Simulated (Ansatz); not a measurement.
Consider SnS2 in the CdI2 type structure (space group P-3m1, No. 164; a = 3.669 Å, c = 5.806 Å; layered, stacked along the Cartesian z axis). Axes: x lies along a and z along c of the hexagonal cell.

The values are results of PBE-D3(BJ), PAW, 420 eV (Ansatz, a quantum-chemistry and plane-wave program; spin-orbit coupling left out), not measurements.

Strains are applied to the cell and any free atomic positions relax; under biaxial strain the out-of-plane vector relaxes too.

One change was made to it. Results:

```csv
quantity,base,after
band gap,1.27 eV,1.23 eV
smallest direct gap,1.70 eV,1.94 eV
width of the top valence band,1.58 eV,1.86 eV
```

Q: Which change produced these results?
A. uniaxial strain ε_zz = +1.34 %
B. isotropic strain −1.71 %
C. biaxial strain −2.00 %, plane normal [001], relaxed out of plane

A: B, isotropic strain −1.71 %. For comparison, the band gap in the other runs: uniaxial strain ε_zz = +1.34 % gives 1.34 eV; biaxial strain −2.00 %, plane normal [001], relaxed out of plane gives 1.42 eV.

No phonon test of stability was made.
